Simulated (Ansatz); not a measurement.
Start from SnO in the litharge type structure (space group P4/nmm, No. 129; layered, stacked along the Cartesian z axis).

```yaml
crystal:
  lattice:
    - [3.79274, 0.00000, 0.00000]
    - [0.00000, 3.79274, 0.00000]
    - [0.00000, 0.00000, 4.76440]
  atoms:
    - { symbol: Sn, position: [0.50000, 0.00000, 0.24062] }
    - { symbol: Sn, position: [0.00000, 0.50000, 0.75938] }
    - { symbol: O, position: [0.00000, 0.00000, 0.00000] }
    - { symbol: O, position: [0.50000, 0.50000, 0.00000] }
```

Cartesian axes are those of the cell as printed.

Level of theory: Kohn–Sham DFT with the r2SCAN+rVV10 functional, run in Ansatz (a first-principles code) with PAW and 500 eV plane waves, scalar-relativistic without spin-orbit coupling, earlier PAW set.

Base values:

The pressure is 0.0 GPa and the shortest interatomic distance is 2.216 Å.

It is then changed as follows: strain tensor (xx, yy, zz, yz, xz, xy) = (−1.01, −0.03, +0.19, −0.24, −0.93, +0.66) %, atoms relaxed at fixed cell.

Problem. What happens to the energy relative to the base?

Solution. The energy goes up by 2.1 meV/atom.

Problem. What does the calculation give for the pressure after the change?

Solution. The pressure (mean of the normal stresses, compression positive) goes from zero to 0.7 GPa.

Problem. Estimate the effect on the largest internal atomic displacement.

Solution. The largest internal atomic displacement amounts to 0.018 Å.

Problem. Estimate the effect on the shortest interatomic distance.

Solution. The shortest interatomic distance drops by 0.010 Å (2.216 Å → 2.206 Å).

The mesh was chosen for an insulator and is coarse for the gapless case. Whether these cells are dynamically stable was not tested. The final runs are not spin-polarised.
